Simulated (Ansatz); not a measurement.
Hf (Fm-3m, No. 225, 1 atom in the cell; start COD 1534929; another form than the element's usual one)

All values below come from LDA (Ansatz, a program for electronic structure, PAW).

Settings: plane-wave cutoff 520 eV, 22×22×22 k mesh, Fermi–Dirac smearing 0.05 eV, scalar-relativistic PAW data made under PBE.

Cell (relaxed at this level):

```cif
data_Hf
_chemical_formula_sum 'Hf1'
_space_group_name_H-M_alt 'P 1'
_space_group_IT_number 1
_cell_length_a 3.08387
_cell_length_b 3.08387
_cell_length_c 3.08387
_cell_angle_alpha 60.000
_cell_angle_beta 60.000
_cell_angle_gamma 60.000
loop_
_space_group_symop_operation_xyz
  'x, y, z'
loop_
_atom_site_label
_atom_site_type_symbol
_atom_site_fract_x
_atom_site_fract_y
_atom_site_fract_z
_atom_site_occupancy
Hf1 Hf 0.00000 0.00000 0.00000 1
```

| Quantity | Value |
|---|---|
| band gap | zero (no gap) |
| bulk modulus B0 | 116 GPa |

Note: the relaxation could not lower the start's symmetry, so the cell can be a saddle point above a distorted one; the bulk modulus is −V dP/dV from two relaxed cells at ±2 % in volume.

Spin–orbit coupling is not included.

Computed values are for the static lattice.

Computing time: about 40 core-seconds (a rough figure).
